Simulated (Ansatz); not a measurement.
Base system: MgO in the rock salt structure (space group Fm-3m, No. 225; a = 4.2149 Å).

Levels (all Ansatz, a quantum-chemistry and plane-wave program, PAW, earlier PAW set): PBEsol (420 eV, no spin-orbit coupling); HSE06+SOC (420 eV, with spin-orbit coupling).

Its gap is 4.62 eV with PBEsol and 6.45 eV with HSE06+SOC.

It is then changed as follows: every Mg is replaced by Sr, then cell and atoms are relaxed.

With PBEsol the gap becomes 3.20 eV.

If the HSE06+SOC correction stayed the same, what would the HSE06+SOC gap be, and what does the HSE06+SOC run give?

A rigid correction of +1.83 eV gives 5.03 eV. The HSE06+SOC run gives 4.77 eV, so the correction itself changes by -0.26 eV.

Single points use the geometry relaxed with PBEsol. HSE06 was sampled on its mesh, a few special points and the semilocal edge points, so its gap is an upper bound. Differences between runs with and without spin-orbit coupling are approximate. Whether these cells are dynamically stable was not tested.
